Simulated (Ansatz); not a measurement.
PbO2: stress against strain

PbO2 (rutile, P4_2/mnm, 14.821 Å³/atom at rest, c along z) under an equal strain ε in the (001) plane with the normal axis free, as in a coherent film. PBE in Ansatz, a plane-wave DFT program (PAW, default set), 420 eV, 9×9×14 Γ-centred mesh, Fermi-Dirac smearing 0.05 eV; ions are relaxed within the symmetry of each cell. Stress is positive for a compressed cell.

Here s stands for strain and y for stress xx.

```
strain (%)  stress xx (GPa)
----------  ---------------
-1.20                  1.59
-0.60                  0.78
0.00                  -0.01
0.60                  -0.78
1.20                  -1.52
3.00                      ?
```

Taking a straight line for y over the 5 complete rows: Means: s 0, y 0.012. About the means, the sum of products is -4.6680 and the sum of squares of s is 3.6000; the slope is their ratio. Least squares gives y = 0.012 - 1.2967·s. Residuals (row less fit): 0.022, -0.010, -0.022, -0.014, 0.024; standard error 0.025 (degrees of freedom: 3). The slope gives the biaxial elastic modulus of this plane = 130 ± 1.3 GPa.

Estimate the missing y (s = 3.00); what did the run itself give?

y = 0.012 - 1.2967 × 3.0 = -3.878 GPa. The calculation gives -3.59 GPa, 0.288 GPa above the prediction (5.6 % of the range of y in the table). The row lies outside the fitted rows, so this is an extrapolation. From the scatter of the fitted rows alone, a prediction at this place has a standard error of 0.048 GPa, so the miss is 6.0 times that.

One order more, fitted to all 11 runs of the series, follows each within 0.02, so the miss is the next term of a smooth law. In a metal these values are sensitive to mesh and smearing; energies are taken to zero smearing, stresses follow the free energy. Rows are the converged runs of the series near zero and its far end; series whose fitted rows scatter by over a few per cent of the range, as at a crossing or softening among them, aren't shown in this form. Most that stay on the fit to the last digits aren't either.
